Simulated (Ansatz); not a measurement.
The parent structure is Cs (space group I4_1/amd, No. 141; a = 5.023 Å, c = 18.197 Å; a cell from a computed database, its experimental status unchecked).

All numbers come from PBEsol, PAW, 420 eV (Ansatz, a quantum-chemistry and plane-wave program; without spin-orbit coupling).

Base values:

```
Item                   Value
-------------------  -------
c/a ratio              3.623
Lattice parameter a  5.023 Å
```

Now apply this change: Na takes the place of Cs on all its sites; the structure is relaxed again.

### Question
Predict the new c/a ratio.

### Answer
The c/a ratio rises by 0.023 to 3.646.

### Question
Estimate the effect on the lattice parameter a.

### Answer
The lattice parameter a shrinks by 1.559 Å (5.023 Å → 3.464 Å).

Whether these cells are dynamically stable was not tested. As relaxed here, Na is a hypothetical phase, not in the database extracts checked. This is not the structure that Cs has at room temperature and ambient pressure.
